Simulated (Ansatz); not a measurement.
# A computed series for BN: response to strain

Base system: BN in the wurtzite structure (space group P6_3mc, No. 186).

```
CELL_PARAMETERS angstrom
      2.52320     0.00000     0.00000
     -1.26160     2.18516     0.00000
      0.00000     0.00000     4.17514
ATOMIC_POSITIONS crystal
  B  0.33333 0.66667 0.00030
  B  0.66667 0.33333 0.50030
  N  0.33333 0.66667 0.37470
  N  0.66667 0.33333 0.87470
```

Cartesian axes are those of the cell as printed.

Strains are applied to the cell and any free atomic positions relax.

Calculations: Kohn–Sham DFT with the LDA functional, run in Ansatz (an electronic-structure program) with PAW and 420 eV plane waves, no spin-orbit coupling.

Notes on the quantities. energy relative to the base: free energy F.

```tsv
change	band gap	energy relative to the base	electron mass	volume per atom
base	4.93 eV	0 meV/atom	0.30 mₑ along c, 0.50 mₑ across (at K)	5.76 Å³
uniaxial strain ε_zz = +1.20 %	4.91 eV	+2.7 meV/atom	0.30 mₑ along z, 0.50 mₑ across (at K)	5.82 Å³
uniaxial strain ε_zz = +1.80 %	4.90 eV	+6.1 meV/atom	0.31 mₑ along z, 0.49 mₑ across (at K)	5.86 Å³
uniaxial strain ε_zz = +2.40 %	4.90 eV	+11 meV/atom	0.31 mₑ along z, 0.49 mₑ across (at K)	5.89 Å³
uniaxial strain ε_zz = +3.00 %	4.91 eV	+16 meV/atom	0.31 mₑ along z, 0.49 mₑ across (at K)	5.93 Å³
```

Effective masses come from finite differences of ±0.01 Å⁻¹. Stability against distortions was not tested.
